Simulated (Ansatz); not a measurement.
Functionals compared on the (10-11) surface of hcp Ti in its 1x1 cell, outermost plane spacing 0.37 Å in the ideal cut, in Ansatz (plane waves, PAW). The structure was relaxed with PBE; the other rows are single points on it, each with its references at the same level. Cutoff 420 eV (500 eV for r2SCAN).

Slab: 12 atoms, 11.5 Å thick at the start; k 13x7x1, smearing 0.1 eV, dipole-corrected; all atoms relaxed; held to the part of the start's symmetry that mesh and held atoms allow; no spin, no spin-orbit, no U. These notes are the PBE run's.

```
functional  surface energy (J/m²)  work function of the top face (eV)  rough cost of the single point
----------  ---------------------  ----------------------------------  ------------------------------
PBE                          1.92                                4.03                               –
LDA                          2.14                                4.24   very roughly 2.1 core-minutes
PBEsol                       2.08                                4.10        roughly 2.7 core-minutes
RPBE                         1.79                                3.90        roughly 2.6 core-minutes
r2SCAN                       2.11                                4.04          roughly 4 core-minutes
```

Ansatz is an electronic-structure program.
